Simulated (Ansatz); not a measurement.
The starting structures come from a database of crystals and need not be the phases stable at ambient conditions.

Crystal: Li$_{2}$GePbS$_{4}$ (I-42m, not sure to be the ambient phase, 8 atoms a cell, 20.3 Å³ an atom); planes in its conventional cell.

Level of theory: r2SCAN (plane waves, PAW; Ansatz, a quantum-chemistry and plane-wave program).

No gap correction and no spin-orbit coupling; mid-gap values are interpolated between computed energies.

```json
[
 {"plane": "(100)", "area of the cell (Å²)": "50.1", "mid-gap κ (1/Å)": "0.21", "largest κ in the gap (1/Å)": "0.21"},
 {"plane": "(001)", "area of the cell (Å²)": "41.9", "mid-gap κ (1/Å)": "[?]", "largest κ in the gap (1/Å)": "[?]"}
]
```

Problem. The slowest decay depends on the direction. Supply the withheld values.

Solution. 
- (001), mid-gap κ (1/Å): 0.27
- (001), largest κ in the gap (1/Å): 0.28
